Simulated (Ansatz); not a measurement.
Base system: MgB$_{2}$ (space group P6/mmm, No. 191; a = 3.0632 Å, c = 3.4999 Å).

Computed with Ansatz (a first-principles code) PBEsol, no spin-orbit coupling.

One change was made to it. Results:

The c/a ratio hardly moves (1.143 against 1.142); the band gap stays zero; the density hardly moves (2.68 g/cm³ against 2.69 g/cm³); the shortest interatomic distance stays essentially unchanged (3.342 bohr against 3.340 bohr).

Q: What was done to the base?
(A) pressure 3 GPa
(B) pressure 5 GPa
(C) pressure −2 GPa
(D) pressure 0.3 GPa

A: D, pressure 0.3 GPa. For comparison, the density in the other runs: pressure 3 GPa gives 2.73 g/cm³; pressure −2 GPa gives 2.64 g/cm³; pressure 5 GPa gives 2.77 g/cm³.

Load acts through the strain it causes; cell and atoms are relaxed under it. Stability against distortions was not tested. Competing high-pressure phases were not computed. The final runs are not spin-polarised.
